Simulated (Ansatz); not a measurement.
Ansatz (a program for electronic structure) run on CuGaSe2 (I-42d, 8 atoms in the cell): self-consistent single point.

Method: PBE (plane waves, PAW; Ansatz).

The change in words: lattice scaled by 0.98. Reference geometry:
```xyz
8
Lattice="-2.7767 2.7767 5.4543 2.7767 -2.7767 5.4543 2.7767 2.7767 -5.4543" Properties=species:S:1:pos:R:3 pbc="T T T"
Ga     0.0000     0.0000     5.4543
Ga     2.7767     0.0000     2.7272
Cu     0.0000     0.0000     0.0000
Cu     0.0000     2.7767     2.7272
Se     1.3883     1.3883     6.8179
Se     1.3883    -1.3883     4.0908
Se     1.3883     1.3883     1.3636
Se    -1.3883     1.3883     4.0908
```

Reference input (self-consistent single point, DFT, PBE, plane waves, default PAW files): kpoints.mp_grid.grid = 3 3 3; hamiltonian.xc = pbe; hamiltonian.pseudopotentials = {kind: paw} (the program's default PAW files); scf.occupations.method = fermi_dirac; scf.occupations.width = 0.0007 Ry. This run's input differs from it in these lines:

Ansatz 0.2 input:
```diff
@@ -2,14 +2,14 @@
   lattice:
-    - [-2.776670, 2.776670, 5.454349]
-    - [2.776670, -2.776670, 5.454349]
-    - [2.776670, 2.776670, -5.454349]
+    - [-2.721137, 2.721137, 5.345262]
+    - [2.721137, -2.721137, 5.345262]
+    - [2.721137, 2.721137, -5.345262]
   atoms:
-    - { symbol: Ga, position_ang: [0.000000, 0.000000, 5.454349] }
-    - { symbol: Ga, position_ang: [2.776670, 0.000000, 2.727174] }
+    - { symbol: Ga, position_ang: [0.000000, 0.000000, 5.345262] }
+    - { symbol: Ga, position_ang: [2.721137, 0.000000, 2.672631] }
     - { symbol: Cu, position_ang: [0.000000, 0.000000, 0.000000] }
-    - { symbol: Cu, position_ang: [-0.000000, 2.776670, 2.727174] }
-    - { symbol: Se, position_ang: [1.388335, 1.388335, 6.817936] }
-    - { symbol: Se, position_ang: [1.388335, -1.388335, 4.090762] }
-    - { symbol: Se, position_ang: [1.388335, 1.388335, 1.363587] }
-    - { symbol: Se, position_ang: [-1.388335, 1.388335, 4.090762] }
+    - { symbol: Cu, position_ang: [0.000000, 2.721137, 2.672631] }
+    - { symbol: Se, position_ang: [1.360568, 1.360569, 6.681578] }
+    - { symbol: Se, position_ang: [1.360569, -1.360569, 4.008947] }
+    - { symbol: Se, position_ang: [1.360569, 1.360569, 1.336316] }
+    - { symbol: Se, position_ang: [-1.360569, 1.360569, 4.008946] }
 kpoints:
```

The program printed (abridged):

```
SCF iter   1: F=—  HF=-42695.736058 eV  |F-HF|=—  |Δ(HF+E_count)|=         —  Δρ=6.04e-4  dr2=7.15e-4  ethr=1.77e-3  ⟨swp⟩=6.0  Hψ=1628  notcnv=0
all-band conjugate gradients solve this SCF's bands
preconditioner: auto → Resta (q_TF=auto, 2.633 Å⁻¹)
SCF iter   2: F=—  HF=-42695.737003 eV  |F-HF|=—  |Δ(HF+E_count)|=   9.45e-4  Δρ=3.70e-4  dr2=1.98e-4  ethr=5.59e-7  ⟨swp⟩=3.0  Hψ=1095  notcnv=0  defer=41
   [... lines left out ...]
SCF iter   5: F=—  HF=-42695.737157 eV  |F-HF|=—  |Δ(HF+E_count)|=   1.33e-6  Δρ=6.64e-5  dr2=5.31e-6  ethr=2.00e-8  ⟨swp⟩=2.2  Hψ=742  notcnv=0  defer=41
SCF iter   6: F=—  HF=-42695.737159 eV  |F-HF|=—  |Δ(HF+E_count)|=   1.14e-6  Δρ=2.47e-5  dr2=1.16e-6  ethr=4.15e-9  ⟨swp⟩=2.0  Hψ=538  notcnv=0  defer=41
SCF iter   7: F=—  HF=-42695.737160 eV  |F-HF|=—  |Δ(HF+E_count)|=   1.24e-6  Δρ=1.04e-5  dr2=2.19e-7  ethr=9.06e-10  ⟨swp⟩=2.0  Hψ=631  notcnv=0  defer=41
SCF iter   8: F=-42695.737160 eV  HF=-42695.737160 eV  |F-HF|=3.66e-8  |Δ(HF+E_count)|=   2.27e-7  Δρ=5.09e-6  dr2=3.28e-8  ethr=7.81e-11  ⟨swp⟩=9.3  Hψ=2243  notcnv=0
SCF 1 converged in 8 iterations: F = -42695.737160 eV  dr2 = 3.28e-8
Free energy (F): -42695.737160 eV
Internal energy: -42695.737160 eV  (E = F + TS)
E sigma→0 (E₀):  -42695.737160 eV
Fermi energy:    10.627055 eV
--- Forces (eV/Å), atoms counted from 1 ---
  atom   1  Ga     0.00000000     0.00000000     0.00000000
  atom   2  Ga     0.00000000    -0.00000000     0.00000000
  atom   3  Cu    -0.00000000     0.00000000     0.00000000
  atom   4  Cu    -0.00000000    -0.00000000     0.00000000
  atom   5  Se     0.54155245    -0.00000000     0.00000000
  atom   6  Se    -0.00000000    -0.54155245    -0.00000000
  atom   7  Se    -0.54155245    -0.00000000     0.00000000
  atom   8  Se    -0.00000000     0.54155245     0.00000000
--- Stress (GPa, compression-positive) ---
       11.479837      -0.000000       0.000000
        0.000000      11.479837       0.000000
        0.000000       0.000000      11.464404
  P = ⅓ Tr σ = 11.4747 GPa (114.747 kbar)
  The stress holds the Pulay correction. Without it, at fixed plane waves, as pw.x and ABINIT print it: P = 11.4288 GPa
```

The run converged in 8 iterations. Against the reference run the free energy rises by 64.3 meV/atom, the pressure goes from 5.51 to 11.47 GPa, the largest force goes from 0.405 to 0.542 eV/Å and the gap on the mesh goes from 0.380 to 0.683 eV.

The starting cell has typed, rounded lattice constants, without a prior relaxation at this level. Its lattice was rescaled by a random factor within 2.5 % of one. For this run, on top of that: lattice scaled by 0.98. With a pressure of about 11 GPa the cell is away from its equilibrium volume at this level. Ansatz's pressure includes its estimate of the finite-basis (Pulay) stress.
